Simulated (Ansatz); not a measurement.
Consider TiO2 in the anatase structure (space group I4_1/amd, No. 141; a = 3.770 Å, c = 9.552 Å). Axes: x, y, z lie along a, b, c of the conventional cell.

Perturbation: the cell is stretched by 4.11 % along z with no lateral relaxation; the atoms relax in the strained cell.

Levels (all Ansatz, a quantum-chemistry and plane-wave program, PAW): PBEsol (420 eV, scalar-relativistic without spin-orbit coupling); HSE06 (420 eV, spin-orbit coupling left out).

The geometry is relaxed with PBEsol.

```
Property          Result
---------------  -------
PBEsol band gap  2.21 eV
```

With HSE06 at the same geometry, the band gap rises by 1.53 eV to 3.74 eV.

Single points use the geometry relaxed with PBEsol. HSE06 gaps are upper bounds (no full band path). Whether these cells are dynamically stable was not tested. The base started in C2/c and relaxed to I4_1/amd at this level. All final runs are without spin polarisation.
